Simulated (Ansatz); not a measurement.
Input and output of a self-consistent single point for MgZrF₆ (I4mm, 8 atoms in the cell) (Ansatz, an electronic-structure program)

Level of theory: PBEsol, default PAW files made with PBE (plane waves; Ansatz).

Input:

Ansatz 0.2 input:
```yaml
crystal:
  lattice:
    - [0.000000, 4.007955, 4.007955]
    - [4.007955, 0.000000, 4.007955]
    - [4.007955, 4.007955, 0.000000]
  atoms:
    - { symbol: Mg, position: [0.506238, 0.506238, 0.493762] }
    - { symbol: Zr, position: [0.000000, 0.000000, 0.000000] }
    - { symbol: F, position: [0.747620, 0.252380, 0.252380] }
    - { symbol: F, position: [0.252380, 0.747620, 0.747620] }
    - { symbol: F, position: [0.252380, 0.747620, 0.252380] }
    - { symbol: F, position: [0.747620, 0.252380, 0.747620] }
    - { symbol: F, position: [0.252380, 0.252380, 0.747620] }
    - { symbol: F, position: [0.747620, 0.747620, 0.252380] }
basis:
  ecutwfc: 420.0
kpoints:
  mp_grid:
    grid: [5, 5, 5]
hamiltonian:
  xc: pbesol
  pseudopotentials:
    kind: paw
scf:
  occupations:
    method: fixed
output:
  forces: true
  eigenvalues: true
  stress: true
```

Output, abridged:

```
WARN ansatz: RAYON_NUM_THREADS=1 ignored (pool sized by the plan → 1); use --threads N
Pseudopotentials: kind: paw
Pseudopotential: Mg, paw, valence charge 10
Pseudopotential: Zr, paw, valence charge 12
Pseudopotential: F, paw, valence charge 7
Crystal: 8 atoms, lattice volume = 128.765 Å³
Basis set: ecut = 420 eV, 2565 PW (Γ), exchange–correlation on 80×80×80 points (8 copies of the dense FFT grid, shifted against one another)
Bands: 40, of which v1, the nominal top of the filled ones, is band 32 counted from 1 (31 counted from 0)
Symmetry: 8 space group operations
Space group: I4mm (ITA 107), of the structure as read, at distance tolerance 5.0e-5 Å
k-points: 18 of 125 (time reversal used)
PAW frozen core: Mg, regenerated for the run's functional, and the local potential with it
PAW frozen core: Zr, regenerated for the run's functional, and the local potential with it
PAW frozen core: F, regenerated for the run's functional, and the local potential with it
Initial density: superposition of atomic densities (neutral atoms: chi_scale 0, normalization atom), corrected by the library's trained network
Initial wavefunctions: pseudopotential atomic-orbital guess
Eigensolver: davidson
Functional: x = pbesol(κ = 0.804, μ = 0.12345679012345678), c = pbesol(β = 0.046)
SCF iter   1: F=—  HF=-10856.077321 eV  |F-HF|=—  |Δ(HF+E_count)|=         —  Δρ=1.29e-2  dr2=1.39e-1  ethr=1.77e-3  ⟨swp⟩=4.3  Hψ=2600  notcnv=0  defer=90
all-band conjugate gradients solve this SCF's bands
preconditioner: auto → Resta (q_TF=auto, 2.428 Å⁻¹)
SCF iter   2: F=—  HF=-10856.040721 eV  |F-HF|=—  |Δ(HF+E_count)|=   3.66e-2  Δρ=2.99e-3  dr2=6.46e-3  ethr=2.16e-4  ⟨swp⟩=2.0  Hψ=1274  notcnv=0  defer=89
SCF iter   3: F=—  HF=-10856.039101 eV  |F-HF|=—  |Δ(HF+E_count)|=   1.62e-3  Δρ=7.00e-4  dr2=3.84e-4  ethr=1.01e-5  ⟨swp⟩=2.0  Hψ=1140  notcnv=0  defer=99
SCF iter   4: F=—  HF=-10856.039203 eV  |F-HF|=—  |Δ(HF+E_count)|=   1.02e-4  Δρ=1.41e-4  dr2=2.17e-5  ethr=6.00e-7  ⟨swp⟩=2.0  Hψ=1287  notcnv=0  defer=103
SCF iter   5: F=—  HF=-10856.039273 eV  |F-HF|=—  |Δ(HF+E_count)|=   7.03e-5  Δρ=1.14e-4  dr2=1.03e-5  ethr=3.38e-8  ⟨swp⟩=2.0  Hψ=1123  notcnv=0  defer=51
SCF iter   6: F=—  HF=-10856.039271 eV  |F-HF|=—  |Δ(HF+E_count)|=   1.86e-6  Δρ=2.17e-5  dr2=4.71e-7  ethr=1.61e-8  ⟨swp⟩=2.1  Hψ=1092  notcnv=0  defer=51
SCF iter   7: F=-10856.039272 eV  HF=-10856.039272 eV  |F-HF|=4.92e-8  |Δ(HF+E_count)|=   1.54e-7  Δρ=5.45e-6  dr2=7.64e-8  ethr=1.56e-10  ⟨swp⟩=11.1  Hψ=3321  notcnv=0
SCF 1 converged in 7 iterations: F = -10856.039272 eV  dr2 = 7.64e-8
SCF converged after 7 iterations
Free energy (F): -10856.039272 eV
Harris-Foulkes:  -10856.039272 eV  (|F-HF|=4.92e-8)
Internal energy: -10856.039272 eV  (E = F + TS)
E sigma→0 (E₀):  -10856.039272 eV
Fermi energy:    -0.378434 eV
--- Per-component energies (eV) ---
  E_band       = -912.362155
  E_kinetic    = 1646.330930
  E_local      = -7361.400249  (includes V_loc(G=0)·N_el)
  E_nonlocal   = 614.489984
  E_hartree    = 2762.454387
  E_xc         = -660.848660
  E_vxc        = -835.610435  (∫ρ·V_xc dr)
  E_paw        = -4341.927104  (= ΣΔE_a)
  E_vpaw       = -501.074134  (= ΣTr[D̂ρ^β])
  E_aug_tail   = 0.012315  (compensation charges beyond the density's cutoff)
  E_ewald      = -3515.630113
  E_core_change = 0.479239  (= ΣΔE_core)
  E_smearing   = -0.000000  (= −TS)
  E_closure    = 0.000000  (closes the sum)
  Σ components = -10856.039272   (vs F -10856.039272, Δ=0.00e0)
--- Forces (eV/Å), atoms counted from 1 ---
  atom   1  Mg    -0.00000000     0.00000000    -0.51113360
  atom   2  Zr    -0.00000000     0.00000000     0.28380626
  atom   3  F     -0.34839502     0.00000000     0.00747715
  atom   4  F      0.34839502     0.00000000     0.00747715
  atom   5  F      0.00000000    -0.34839502     0.00747715
  atom   6  F      0.00000000     0.34839502     0.00747715
  atom   7  F     -0.00000000     0.00000000    -0.29019541
  atom   8  F      0.00000000    -0.00000000     0.48757606
  max |Σ_I F_I| component: 3.81e-5 eV/Å
--- Stress (GPa, compression-positive) ---
       -1.591500       0.000000       0.000000
        0.000000      -1.591500       0.000000
        0.000000       0.000000      -1.392245
  P = ⅓ Tr σ = -1.5251 GPa (-15.251 kbar)
  The stress holds the Pulay correction. Without it, at fixed plane waves, as pw.x and ABINIT print it: P = -2.1242 GPa
--- Band table (eV; the first three rows and the last of 18) ---
  k-point 0: bands = ["-70.5117", "-46.4983", "-37.4713", "-37.4698", "-37.4698", "-25.0615", "-25.0605", "-25.0605", "-20.4204", "-20.1029", "-20.0856", "-19.3333", "-19.3333", "-19.3177", "-3.9556", "-3.2110", "-3.1938", "-2.6825", "-2.6825", [...]
  k-point 1: bands = ["-70.5117", "-46.4983", "-37.4713", "-37.4698", "-37.4698", "-25.0659", "-25.0606", "-25.0600", "-20.3507", "-20.1263", "-20.1101", "-19.4024", "-19.3066", "-19.2953", "-3.7857", "-3.3667", "-3.3557", "-2.6789", "-2.5659", [...]
  k-point 2: bands = ["-70.5117", "-46.4983", "-37.4713", "-37.4698", "-37.4698", "-25.0739", "-25.0597", "-25.0590", "-20.2098", "-20.1592", "-20.1466", "-19.5497", "-19.2664", "-19.2566", "-3.5571", "-3.5395", "-3.3547", "-2.8713", "-2.2749", [...]
  k-point 17: bands = ["-70.5117", "-46.4983", "-37.4713", "-37.4698", "-37.4698", "-25.0652", "-25.0648", "-25.0613", "-20.3547", "-20.1138", "-20.1064", "-19.3768", "-19.3215", "-19.3090", "-4.2475", "-3.3519", "-2.8346", "-2.6112", "-2.2829", [...]
```

The run converged in 7 iterations.

The starting cell comes from a database of computed structures (which also holds hypothetical and non-ambient phases and stackings), without a prior relaxation at this level. Its lattice was rescaled by up to half a per cent. One atom was moved a little off its site on purpose. Ansatz's pressure includes its estimate of the finite-basis (Pulay) stress. Without the estimate this run gives -2.12 GPa.
